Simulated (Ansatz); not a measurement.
The reference is Cu3Si (space group P6_3/mmc, No. 194; a cell from a computed database, its experimental status unchecked).

```
CELL_PARAMETERS angstrom
      5.11450     0.00000     0.00000
     -2.55725     4.42929     0.00000
      0.00000     0.00000     4.08014
ATOMIC_POSITIONS crystal
  Si 0.33333 0.66667 0.75000
  Si 0.66667 0.33333 0.25000
  Cu 0.16761 0.33522 0.25000
  Cu 0.83239 0.66478 0.75000
  Cu 0.83239 0.16761 0.75000
  Cu 0.16761 0.83239 0.25000
  Cu 0.66478 0.83239 0.25000
  Cu 0.33522 0.16761 0.75000
```

Cartesian axes are those of the cell as printed.

The values are results of PBEsol (Ansatz, a program for electronic structure, PAW, no SOC), not measurements.

Perturbation: every lattice vector is shortened by 1.19 %, atoms relaxed at fixed cell.

Task: Predict the stress tensor and what it implies for the stiffness.

Result: Stress of the strained cell less that of the base (GPa, compression positive):
```
    6.4     0.0     0.0
    0.0     6.4     0.0
    0.0     0.0     6.9
```

Then B = −ΔP/(ΔV/V₀) with ΔV/V₀ = -0.0353 gives secant stiffness values (nonlinear terms included at this strain): B (at held cell shape, above the free-shape value) ≈ 186 GPa.

As a check, the harmonic strain energy −½ V₀ Δσ:ε is 8.4 meV/atom; the computed energy rise is 8.1 meV/atom.

Whether these cells are dynamically stable was not tested. All final runs are without spin polarisation.
